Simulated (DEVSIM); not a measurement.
Structure: Schottky contact on n-type GaN, at 300 K.

```csv
layer (left to right),material,thickness (μm),Nd (cm⁻³),τn (s),τp (s)
1,GaN,18.0,1.5e17,1.1e-8,1.1e-8
```

Left contact: Schottky, work function 5.29 eV, emission velocity 6.4e6 cm/s. Right contact: ohmic. Voltage is applied to the left contact. Recombination: SRH at mid-gap, radiative. Mobility is constant in doping. Where it depends on doping, it is μmin + (μ − μmin)/(1 + (N/Nref)^α).

This is a model device: material constants are rounded textbook-type values typed into the input, and sizes, dopings and lifetimes were drawn at random. Values at 300 K. The table also holds parameters that only a changed run uses.

| parameter | GaN |
|---|---|
| gap (eV) | 3.43 |
| affinity (eV) | 4.1 |
| permittivity | 9.5 |
| Nc (cm⁻³) | 2.3e18 |
| Nv (cm⁻³) | 4.6e19 |
| μn (cm²/Vs) | 1200 |
| μp (cm²/Vs) | 100 |
| μn,min | 55 |
| μp,min | 3 |
| Nref,n | 2e17 |
| Nref,p | 3e17 |
| αn | 1 |
| αp | 2 |
| B (cm³/s) | 1e-11 |
| Cn (cm⁶/s) | 1e-30 |
| Cp (cm⁶/s) | 1e-30 |

DEVSIM, 1D drift-diffusion, Boltzmann statistics, complete ionisation; no tunnelling, impact ionisation, image-force lowering or self-heating. Metal contacts follow the ideal Schottky-Mott rule: no Fermi-level pinning, no interface dipoles.

Base results: potential step across the device at zero bias (V) 1.119; dark forward voltage at 100 A/cm² (V) 0.939; dark forward voltage at 1 A/cm² (V) 0.812.

What follows from this one change: thickness of layer 1 18 → 6.3 μm?

potential step across the device at zero bias little changed (1.119 V); dark forward voltage at 100 A/cm² 0.939 → 0.934 V; dark forward voltage at 1 A/cm² little changed (0.812 V).

What follows from this one change: metal work function 5.29 → 5.34 eV?

potential step across the device at zero bias 1.119 → 1.169 V; dark forward voltage at 100 A/cm² 0.939 → 0.989 V; dark forward voltage at 1 A/cm² 0.812 → 0.862 V.

What follows from this one change: metal work function 5.29 → 5.19 eV?

potential step across the device at zero bias 1.119 → 1.019 V; dark forward voltage at 100 A/cm² 0.939 → 0.839 V; dark forward voltage at 1 A/cm² 0.812 → 0.712 V.

What follows from this one change: doping-dependent mobility in place of the constant one?

potential step across the device at zero bias little changed (1.119 V); dark forward voltage at 100 A/cm² 0.939 → 0.944 V; dark forward voltage at 1 A/cm² little changed (0.813 V).
